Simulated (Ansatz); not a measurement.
Here is the system:

```
CELL_PARAMETERS angstrom
      0.00000     1.88966     1.88966
      1.88966     0.00000     1.88966
      1.88966     1.88966     0.00000
ATOMIC_POSITIONS crystal
  Rh 0.00000 0.00000 0.00000
```

The numbers are results of PBEsol with spin-orbit coupling, rigid bands (plane waves, PAW; Ansatz, a quantum-chemistry and plane-wave program), not measurements. Condition of this run: spin-orbit coupling switched on. Geometry: cell and atoms relaxed with PBEsol.

Question: For narrow interconnects the product ρ₀λ of bulk resistivity and mean free path ranks metals, the lower the better. What is it here?

Answer: 3.3 ×10⁻¹⁶ Ω·m².

Question: And the Drude plasma energy and the root-mean-square Fermi velocity at 300 K?

Answer: 10.0 eV; 6.4e5 m/s.

A metal at this level (no band gap); rigid bands, thermally averaged at 300 K, both spins. τ is one relaxation time for all states; the product of resistivity and mean free path takes one path for all states instead.
